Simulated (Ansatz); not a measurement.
Defect migration in wurtzite AlN: Ga-vacancy pair (Ga on one host Al site, one Al site vacant), charge state -3. These are PBE, PAW (plane waves to 420 eV; Ansatz, an electronic-structure program) values and carry that method's errors.

Cell of 72 host sites held at the relaxed PBE lattice; the Γ point alone; Fermi-Dirac width 0.01 eV, spin-restricted; finite-size errors left in. Static, classical nuclei. The charge state is imposed; whether it is stable for some Fermi level was not computed. Forms of the defect that were not tried may lie lower. The start lies 0.036 eV above the lowest site run (PBE).

Barriers: single points on a 2×2×2 k-point mesh shifted by half a step along c at the bands' geometries (they differ from the bands' own by up to 0.17 eV, and are uncertain by about as much).

Relaxed starting cell (atoms counted from 1):

```
Al34GaN36
1.0
    9.39076     0.00000     0.00000
   -4.69538     8.13264     0.00000
    0.00000     0.00000    10.03632
Ga Al N
1 34 36
Cartesian
  1.61109   0.93129   2.57323
  1.57055   0.90790   7.50678
 -0.00118   3.61825   2.50540
  0.00518   3.61257   7.50402
 -1.56344   6.32418   2.50538
 -1.56521   6.33254   7.50402
  4.68590   0.91624   2.52051
  4.68643   0.90715   7.51041
  3.13547   3.60165   2.52054
  3.12784   3.60669   7.51043
  1.55425   6.32023   2.53639
  1.55817   6.32251   7.49497
  7.81817   0.91548   2.53452
  7.81958   0.90728   7.50068
  6.25655   3.61335   2.50283
  6.24992   3.60954   7.49883
  4.70093   6.31470   2.53452
  4.69451   6.32004   7.50066
  0.02666   1.79468   5.00382
 -0.00869   1.80146  10.03163
 -1.56739   4.51797   5.00124
 -1.56601   4.51874  10.02299
 -3.12880   7.26010   5.00381
 -3.14060   7.22606  10.03162
  3.13184   1.80929   9.83770
  1.60385   4.49093   4.98174
  1.56459   4.52862  10.03292
 -0.00519   7.27787   4.98173
  0.00783   7.22500  10.03291
  6.21385   1.78560   4.98087
  6.26773   1.80158  10.03230
  4.65230   4.49027   4.98088
  4.69309   4.52894  10.03232
  3.12869   7.22926   4.98544
  3.12797   7.22884  10.03143
  1.42584   0.82436   4.43542
  1.50215   0.86838   9.45468
 -0.01016   3.61921   4.42062
 -0.00318   3.61823   9.42356
 -1.56712   6.31596   4.42060
 -1.56447   6.32245   9.42356
  4.85293   0.81113   4.32717
  4.76042   0.86561   9.45164
  3.12793   3.79889   4.32720
  3.12887   3.69155   9.45166
  1.54687   6.31599   4.44312
  1.56783   6.32809   9.42342
  7.82481   0.92283   4.44120
  7.82287   0.89687   9.42459
  6.26598   3.61881   4.41818
  6.26136   3.61614   9.42248
  4.71060   6.31678   4.44121
  4.68715   6.32807   9.42459
 -0.05205   1.84198   1.88414
 -0.01305   1.81308   6.93804
 -1.56585   4.51883   1.90166
 -1.56763   4.51782   6.92711
 -3.12718   7.16827   1.88414
 -3.13273   7.21650   6.93804
  3.17479   1.83408   1.79088
  3.12948   1.80795   7.37663
  1.54183   4.52638   1.89183
  1.55756   4.51959   6.92343
 -0.00547   7.20640   1.89181
 -0.00351   7.22343   6.92344
  6.27862   1.82349   1.88979
  6.26174   1.81040   6.92289
  4.71751   4.52740   1.88981
  4.69772   4.51934   6.92288
  3.12863   7.22921   1.92293
  3.12782   7.22877   6.92221
```
Cell charge -3.

End state 1 differs by these moves (Å; atoms that move under 0.08 Å are left out):

```csv
atom,element,Δx,Δy,Δz
25,Al,0.01,0.00,0.18
26,Al,1.53,-2.63,0.02
27,Al,0.00,-0.01,-0.16
28,Al,0.04,-0.08,0.00
36,N,0.14,0.07,0.06
38,N,-0.15,-0.10,-0.09
42,N,-0.18,0.08,0.12
44,N,0.16,-0.28,0.01
45,N,0.06,-0.11,0.00
46,N,0.02,0.20,-0.11
60,N,-0.01,-0.03,0.08
61,N,0.00,-0.01,-0.44
63,N,0.01,0.00,0.41
```

Task: Predict the forward and backward barriers to end state 1 from PBE, PAW.

Result: forward 2.21 eV, backward 2.22 eV; at the saddle point atom 26 has neighbours N at 1.77, N at 2.13, N at 2.20, 2 N at 2.26 Å. The program found a first-order saddle point.

End state 2 differs by these moves (Å; atoms that move under 0.08 Å are left out):

```csv
atom,element,Δx,Δy,Δz
23,Al,-0.05,-0.07,0.00
25,Al,-0.01,0.00,0.18
30,Al,0.04,0.07,0.00
32,Al,-1.51,-2.63,0.02
33,Al,0.00,-0.01,-0.16
36,N,0.15,0.07,0.08
42,N,-0.16,0.08,0.09
44,N,-0.16,-0.28,0.00
45,N,-0.06,-0.11,0.00
50,N,0.15,-0.10,-0.09
52,N,-0.02,0.19,-0.11
60,N,0.00,-0.03,0.08
61,N,0.00,-0.01,-0.44
69,N,0.00,0.00,0.41
```

Task: Estimate the forward and backward barriers to end state 2 that PBE, PAW returns for this input.

Result: forward 2.26 eV, backward 2.29 eV; at the saddle point atom 32 has neighbours N at 1.77, N at 2.17, N at 2.19, N at 2.26, N at 2.28 Å. The program found a first-order saddle point.

End state 3 differs by these moves (Å; atoms that move under 0.08 Å are left out):

```csv
atom,element,Δx,Δy,Δz
1,Ga,1.51,0.87,2.40
2,Al,-0.02,-0.01,-0.13
13,Al,0.05,0.01,-0.06
17,Al,0.04,0.04,-0.06
25,Al,-0.02,-0.02,0.21
36,N,0.10,0.05,0.40
37,N,0.06,0.03,-0.10
42,N,-0.11,0.06,0.06
44,N,0.00,-0.13,0.06
54,N,-0.10,0.06,-0.06
58,N,0.00,-0.12,-0.06
60,N,0.12,0.07,0.03
61,N,0.05,0.02,-0.38
```

Task: Give the forward and backward barriers to end state 3 at the level PBE, PAW.

Result: forward 1.79 eV, backward 1.70 eV; at the saddle point atom 1 has neighbours N at 1.78, N at 1.88 Å. The check of the saddle point's order was inconclusive, and it lies on a symmetry element of the cell, where a band can be held.
